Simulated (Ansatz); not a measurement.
Here is the system:

```
Sr3AsN
1.0
    5.07509     0.00000     0.00000
    0.00000     5.07509     0.00000
    0.00000     0.00000     5.07509
Sr As N
3 1 1
Direct
  0.00000   0.50000   0.50000
  0.50000   0.00000   0.50000
  0.50000   0.50000   0.00000
  0.00000   0.00000   0.00000
  0.50000   0.50000   0.50000
```

A single point on Sr3AsN with a change (pressure −1 GPa), its geometry relaxed with PBEsol.

The values are results of PBEsol (Ansatz, a first-principles code; PAW; 420 eV plane waves; spin-orbit coupling included), not measurements. Γ-centred 7×7×7 mesh, Fermi–Dirac width 0.05 eV.

Problem. What is the computed band gap?

Solution. 0.40 eV.

Problem. What hole mass (degenerate bands, along [100]) does the calculation give?

Solution. 0.10, 0.43 mₑ (at Γ).

Problem. Predict the valence-band top at Γ (three highest Kramers pairs, from the VBM).

Solution. 0.00, 0.00, -0.04 eV.

Single points use the geometry relaxed with PBEsol. Load acts through the strain it causes; cell and atoms are relaxed under it. Effective masses come from finite differences of ±0.01 Å⁻¹. Whether these cells are dynamically stable was not tested. The cell was made from Sr₃AsN in the anti-perovskite structure (space group Pm-3m, No. 221; a cell from a computed database, its experimental status unchecked) by this change: pressure −1 GPa.
